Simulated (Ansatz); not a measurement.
The parent structure is PbS (space group P6_3/mmc, No. 194; a = 4.9511 Å, c = 5.9161 Å; a hypothetical phase, not in the database extracts checked). Axes: x lies along a and z along c of the hexagonal cell.

Perturbation: tensor shear ε_yz = +1.78 % (engineering shear γ = 0.0356), atoms relaxed at fixed cell.

Levels (all Ansatz, a first-principles code, PAW): PBEsol (420 eV, no spin-orbit coupling); PBEsol+SOC (420 eV, spin-orbit coupling included).

The geometry is relaxed with PBEsol.

| Item | Value |
|---|---|
| PBEsol band gap | 1.08 eV |
| PBEsol pressure | -0.01 GPa |
| PBEsol width of the top valence band | 2.00 eV |

**Question.** What does PBEsol+SOC give at this geometry for the band gap, pressure and width of the top valence band?

**Answer.** The band gap shrinks by 0.556 eV, from 1.08 eV to 0.53 eV; the pressure decreases by 0.22 GPa (-0.01 GPa → -0.23 GPa); the width of the top valence band is nearly the same (2.00 eV against 1.98 eV).

Single points use the geometry relaxed with PBEsol. The spin-orbit shifts are approximate. With Pb present, leaving out spin-orbit coupling can change the band edges. The cells carry an imposed strain or load. Whether these cells are dynamically stable was not tested. The base started in P6_3mc and relaxed to P6_3/mmc at this level.
